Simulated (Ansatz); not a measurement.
Functionals compared on the (0001) surface of 4H silicon carbide, Si-terminated, ideal Si-terminated 1x1 (bottom of the slab: 1 H on 1 bottom site), in Ansatz (plane waves, PAW). The structure was relaxed with PBE; the other rows are single points on it. Cutoff 420 eV (500 eV for r2SCAN).

Model: 9-atom slab, 9.4 Å thick at the start with caps and adatoms (thin: gaps and levels are the slab's own), 10x10x1 mesh, Fermi-Dirac 0.025 eV, dipole correction, 2 atoms held, the rest relaxed; symmetry of the start imposed; spin-polarised, ending with about 1.0 μB a cell; orders that need a larger cell were not tried, no spin-orbit, no U. In PBE it is, or lies within 0.01 eV a 1x1 cell of, the lowest of the 2 structures of its composition computed so far; subsurface sites and larger cells were not tried. These notes are the PBE run's. r2SCAN: The program's check for a lower electronic state was not made.

| functional | magnetic moment of the cell (μB) | rough cost of the single point |
|---|---|---|
| PBE | 1.00 | – |
| r2SCAN | 1.00 | about 110 core-seconds (a rough figure) |

Ansatz is an electronic-structure program.
